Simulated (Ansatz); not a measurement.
## The (0001) surface of wurtzite CdS, Cd-terminated, 2x2 with 2 NH2 on 4 top atoms (bottom of the slab: 2 H on 4 bottom sites)

The numbers are results of PBE (plane waves to 420 eV, PAW; Ansatz, a first-principles code), not measurements.

Slab: 40 atoms, 15.2 Å thick at the start with caps and adatoms; k 3x3x1, smearing 0.025 eV, dipole-corrected; 8 atoms held, the rest relaxed; no symmetry held; no spin, no spin-orbit, no U. It is one candidate, not shown to be the stable structure of the face.

gap of the slab on its k-mesh: 0.58 eV
highest filled level below the top vacuum level: 5.65 eV
energy released by relaxation: 1.57 eV
cost: very roughly 25 core-minutes
